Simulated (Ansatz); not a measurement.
**BaCd$_{2}$P$_{2}$ (space group P-3m1, No. 164; a cell from a computed database, its experimental status unchecked)**

```cif
data_BaCd2P2
_chemical_formula_sum 'Ba1 Cd2 P2'
_space_group_name_H-M_alt 'P-3m1'
_space_group_IT_number 164
_space_group_name_Hall '-P 3 2"'
_cell_length_a 4.36824
_cell_length_b 4.36824
_cell_length_c 7.46770
_cell_angle_alpha 90.000
_cell_angle_beta 90.000
_cell_angle_gamma 120.000
loop_
_atom_site_label
_atom_site_type_symbol
_atom_site_symmetry_multiplicity
_atom_site_Wyckoff_symbol
_atom_site_fract_x
_atom_site_fract_y
_atom_site_fract_z
_atom_site_occupancy
Ba1 Ba 1 a 0.00000 0.00000 0.00000 1
Cd1 Cd 2 d 0.66667 0.33333 0.36865 1
P1 P 2 d 0.33333 0.66667 0.26523 1
```

Method: Ansatz (a quantum-chemistry and plane-wave program) PBEsol, no spin-orbit coupling. k-mesh 9×9×5 (Γ-centred); smearing 0.05 eV (Fermi–Dirac).

```yaml
volume_per_atom: 24.68 Å³
density: 5.71 g/cm³
band_gap: 0.77 eV, indirect, Γ → A
electron_mass: 2.4 mₑ along k, 0.10 mₑ across
total_energy: -4742.787 eV/atom (σ→0; compares only within this code and set-up)
```

Masses are band curvatures over ±0.01 Å⁻¹ around the edge. Along k means along the line from Γ to the band edge. Stability against distortions was not tested.
